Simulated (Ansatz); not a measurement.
The reference is CdTe in the zinc blende structure (space group F-43m, No. 216; a = 6.558 Å). Axes: x, y, z lie along the cube axes.

Calculations: r2SCAN/PAW in Ansatz (a first-principles code), scalar-relativistic without spin-orbit coupling.

For the base:

```
Quantity                             Value
---------------------  -------------------
Valence-band top at Γ  0.00, 0.00, 0.00 eV
Pressure                          0.00 GPa
```

It is then changed as follows: tensile biaxial strain of 1.67 % in the plane normal to [111], as in epitaxy on a mismatched substrate; the out-of-plane cell vector and the atoms relax.

Task: Predict the new valence-band top at Γ.

Result: The valence-band top at Γ (three highest levels, from the VBM) becomes 0.00, -0.13, -0.13 eV (base: 0.00, 0.00, 0.00 eV).

Task: How does this affect the pressure?

Result: The pressure (mean of the normal stresses, compression positive) goes from zero to -0.77 GPa.

With Te present, leaving out spin-orbit coupling can change the band edges. The levels and masses belong to the bands next to the band gap. Stability against distortions was not tested.
